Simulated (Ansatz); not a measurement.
Density of states of HfZrW$_{4}$ (F-43m) near the Fermi level, PBEsol, rigid bands (Ansatz, a first-principles code).

```
E − E_F (eV) | states/eV/cell
    -1.95 | ################# 6.15
    -1.85 | ################# 6.21
    -1.75 | ################## 6.50
    -1.65 | ##################### 7.41
    -1.55 | ################### 6.78
    -1.45 | ###################### 8.03
    -1.35 | ############################ 9.94
    -1.25 | ############################## 10.8
    -1.15 | ############################ 10.2
    -1.05 | ######################### 9.19
    -0.95 | ############################ 10.3
    -0.85 | ############################ 10.2
    -0.75 | ###################### 8.05
    -0.65 | #################### 7.07
    -0.55 | ################ 5.60
    -0.45 | ########## 3.55
    -0.35 | ####### 2.61
    -0.25 | ########## 3.51
    -0.15 | ######## 2.78
    -0.05 | ####### 2.60
     0.05 | ####### 2.48
     0.15 | ###### 2.28
     0.25 | ###### 2.29
     0.35 | ####### 2.42
     0.45 | ####### 2.58
     0.55 | ######## 2.77
     0.65 | ######## 3.02
     0.75 | ########## 3.50
     0.85 | ########### 3.99
     0.95 | ############ 4.29
     1.05 | ######################### 8.89
     1.15 | ############################# 10.5
     1.25 | ########################## 9.39
     1.35 | ############### 5.34
     1.45 | ############# 4.73
     1.55 | ############### 5.57
     1.65 | ################# 6.12
     1.75 | ############# 4.83
     1.85 | ########## 3.76
     1.95 | ######## 2.98
```

Q: With 6 atoms a cell, what bare Sommerfeld coefficient γ = (π²/3) k_B² N(E_F) follows?

A: N(E_F) ≈ 2.5 states/eV a cell at 300 K, so γ ≈ 1.00 mJ/(mol of atoms·K²), before electron-phonon enhancement.

Q: How far does the Fermi level move in a rigid band for 0.1 electron a cell added or removed?

A: 40 meV and -39 meV.

A metal at this level (no band gap); rigid bands, thermally averaged at 300 K, both spins. Spin-orbit coupling is left out, which matters with elements this heavy. Geometry: cell and atoms relaxed with PBEsol.

Computed structure, not matched to a measured one here, so possibly hypothetical: HfZrW4 (F-43m).
